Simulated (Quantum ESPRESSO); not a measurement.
Troubleshooting Quantum ESPRESSO: a failed run on Mg₂B₂O₅ (P-1, 18 atoms in the cell). The aim is a self-consistent single point with DFT, PBEsol, plane waves, GBRV 1.5 ultrasoft (PBESOL) pseudopotentials.

Cell that was meant: a = 3.0435 Å, b = 6.0424 Å, c = 9.0141 Å, α = 104.32°, β = 90.17°, γ = 92.10°.

Part of the input:

```fortran
   ibrav = 0,
   nat = 18,
   ntyp = 3,
   ecutwfc = 40.0,
   ecutrho = 200,
   occupations = 'fixed',
   nbnd = 64,
[...]
O     0.2693000000    0.7255200000    0.0058900000
O     0.7307000000    0.2744800000    0.9941100000
O     0.7558200000    0.5223900000    0.2413300000
O     0,2441800000    0,4776100000    0,7586700000
K_POINTS {automatic}
9 5 3  0 0 0
CELL_PARAMETERS {angstrom}
```

Output, abridged:

```
     This program is part of the open-source Quantum ESPRESSO suite
     for quantum simulation of materials; please cite

[eval_infix.c] A parsing error occurred
helper string:
0,2441800000
error code:
Error: invalid token: ,

 %%%%%%%%%%%%%%%%%%%%%%%%%%%%%%%%%%%%%%%%%%%%%%%%%%%%%%%%%%%%%%%%%%%%%%%%%%%%%%
     Error in routine card_atomic_positions (1):
     Error while parsing atomic position card.
 %%%%%%%%%%%%%%%%%%%%%%%%%%%%%%%%%%%%%%%%%%%%%%%%%%%%%%%%%%%%%%%%%%%%%%%%%%%%%%

     stopping ...
```

Read the log: what does the program object to, and what is the fix?

The fault is decimal commas. The program does not read a comma as a decimal mark. To fix it, use decimal points. The program stopped before any SCF iteration.

An input that runs soundly differs in these lines (not the only fix; some lines may just follow from the change or write a value another way):
```diff
-   ecutwfc = 40.0,
+   ecutwfc = 40,
-O     0,2441800000    0,4776100000    0,7586700000
+O     0.2441800000    0.4776100000    0.7586700000
```

With that input, the run converged in 13 iterations: free energy E − TS -11567.8086 eV; top of the valence band (on the code's own zero) 5.78 eV; gap on the k-point mesh 5.63 eV; pressure 14.10 GPa; largest force (vector length) 1.258 eV/Å (DFT, PBEsol, plane waves, GBRV 1.5 ultrasoft (PBESOL) pseudopotentials).

On the sound input: the starting cell comes from a database of computed structures (which also holds hypothetical and non-ambient phases and stackings), without a prior relaxation at this level. Its lattice was rescaled by a random factor within 2.5 % of one. With a pressure of about 14 GPa the cell is away from its equilibrium volume at this level. Forces in this geometry exceed 1 eV/Å.
